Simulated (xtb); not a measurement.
xtb 6.7.1, GFN2-xTB: Sn(GeH3)(OH)3 ([OH][Sn]([OH])([OH])[GeH3]), 11 atoms. The geometry is a generated start, not checked to be a minimum at this level.

```
Property                                                                                                       Result
------------------------  -------------------------------------------------------------------------------------------
method                                                                                                       GFN2-xTB
--acc                                                                                                     1 (default)
--etemp (K)                                                                                             300 (default)
detailed input (--input)  none: ANC optimiser, Lindh (1995) Hessian, microcycle=20, maxdispl=1.0, hlow=0.01 (default)
basis functions                                                                                                    38
valence electrons                                                                                                  32
```

```xyz
11

O     -1.0249    -1.1855     1.6830
Sn    -0.4672    -0.1321     0.1339
O     -1.1087    -1.0431    -1.4821
O     -1.6536     1.4418     0.3271
Ge     2.0413     0.1902    -0.1830
H     -1.6790    -0.7390     2.2204
H     -2.0275    -1.3149    -1.4770
H     -1.7805     1.9537    -0.4698
H      2.6318     0.9345     0.9873
H      2.7604    -1.1179    -0.3236
H      2.3079     1.0126    -1.4161
```

The structure is relaxed from this start with --opt LEVEL for the levels crude, sloppy, loose, lax, normal, tight, vtight, extreme, once each. Up to the end of the extreme run atoms move by at most 0.39 Å along an axis.

Task: Which level is enough to come within 1 meV of the tightest end point?

Result: lax: 26 cycles against 44, ending 0.48 meV above.

```json
[
 {"level": "crude", "cycles": "1", "energy above the extreme run (meV)": "24", "gradient norm (eV/Å)": "0.16"},
 {"level": "sloppy", "cycles": "1", "energy above the extreme run (meV)": "24", "gradient norm (eV/Å)": "0.16"},
 {"level": "loose", "cycles": "1", "energy above the extreme run (meV)": "24", "gradient norm (eV/Å)": "0.16"},
 {"level": "lax", "cycles": "26", "energy above the extreme run (meV)": "0.48", "gradient norm (eV/Å)": "0.070"},
 {"level": "normal", "cycles": "29", "energy above the extreme run (meV)": "0.15", "gradient norm (eV/Å)": "0.040"},
 {"level": "tight", "cycles": "29", "energy above the extreme run (meV)": "0.15", "gradient norm (eV/Å)": "0.040"},
 {"level": "vtight", "cycles": "37", "energy above the extreme run (meV)": "0.012", "gradient norm (eV/Å)": "0.0066"},
 {"level": "extreme", "cycles": "44", "energy above the extreme run (meV)": "—", "gradient norm (eV/Å)": "0.0014"}
]
```
